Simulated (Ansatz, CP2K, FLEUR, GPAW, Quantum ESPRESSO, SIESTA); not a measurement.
## Code comparison for CuPdO2 (Pmmm, 4 atoms in the cell)

Self-consistent single point, at a second geometry (lattice scaled by 0.98). First geometry:

```
CELL_PARAMETERS angstrom
      2.93688     0.00000     0.00000
      0.00000     3.01990     0.00000
      0.00000     0.00000     5.26509
ATOMIC_POSITIONS crystal
  Cu 0.50000 0.50000 0.50000
  Pd 0.00000 0.00000 0.00000
  O  0.00000 0.50000 0.74049
  O  0.00000 0.50000 0.25951
```

Shared settings, as Ansatz (a program for electronic structure) writes them: kpoints.mp_grid.grid = 11 11 6; scf.occupations.method = gaussian; scf.occupations.width = 0.0037 Ry. Potentials and cutoffs stand in the table.

```json
[
 {"code": "SIESTA", "model": "LDA PW92, numerical atomic orbitals DZP, PseudoDojo LDA standard norm-conserving potentials (rewritten from UPF to PSML)", "ΔF from the first geometry (meV/atom)": "-9.0", "pressure (GPa)": "4.40", "largest force (eV/Å)": "0.022", "cutoff": "grid 350 Ry"},
 {"code": "GPAW", "model": "LDA (Perdew-Wang 92), GPAW PAW datasets LDA (gpaw-data 1.0.1)", "ΔF from the first geometry (meV/atom)": "-8.3", "pressure (GPa)": "–", "largest force (eV/Å)": "0.222", "cutoff": "900 eV"},
 {"code": "CP2K", "model": "LDA (Pade form), GPW, DZVP-MOLOPT-SR-GTH basis, GTH-PADE potentials (GTH_POTENTIALS)", "ΔF from the first geometry (meV/atom)": "-10.1", "pressure (GPa)": "4.04", "largest force (eV/Å)": "0.188", "cutoff": "grid 600 Ry"},
 {"code": "Quantum ESPRESSO", "model": "LDA (PZ), GBRV 1.5 ultrasoft (LDA) pseudopotentials", "ΔF from the first geometry (meV/atom)": "-6.2", "pressure (GPa)": "4.21", "largest force (eV/Å)": "0.100", "cutoff": "50 Ry"},
 {"code": "Ansatz", "model": "LDA (PW92), PAW files made with PBE", "ΔF from the first geometry (meV/atom)": "-14.7", "pressure (GPa)": "2.11", "largest force (eV/Å)": "0.011", "cutoff": "default"},
 {"code": "FLEUR", "model": "LDA (Perdew-Zunger), all-electron FLAPW (FLEUR), scalar-relativistic valence", "ΔF from the first geometry (meV/atom)": "–", "pressure (GPa)": "–", "largest force (eV/Å)": "0.006", "cutoff": "Kmax 4.7 1/bohr"}
]
```

A dash marks a value that a program does not give, or that is left out as unsure.

On Ansatz's run: spin polarisation is off; with an odd number of electrons in the cell that forces a metal, and a magnetic state may lie lower.

The spread over the programs that give each value: ΔF from the first geometry within 8.5 meV/atom; pressure within 2.29 GPa; largest force within 0.216 eV/Å.

SIESTA and CP2K use small atom-centred bases, whose incompleteness enters pressures, forces and empty levels differently from a plane-wave cutoff. FLEUR treats all electrons, but the usual bases taken here (sphere radii, linearisation, local orbitals, empty states) were not tested for convergence, so the values are no reference for the others. Ansatz's pressure is given at a fixed set of plane waves, as the other plane-wave codes print theirs; with its correction for the finite basis it is 2.63 GPa (the shift of 0.53 GPa shows how far the cutoff is from converged). The pressure of GPAW is left out: its cutoff lies under the one at which its stress was checked. The same LDA comes in different parametrisations, which differ slightly.

The starting cell comes from a database of computed structures (which also holds hypothetical and non-ambient phases and stackings), without a prior relaxation at this level. For this run, on top of that: lattice scaled by 0.98.

Left out of this page: Elk (not drawn, or without a comparable value).

Keys are those of Ansatz 0.2.
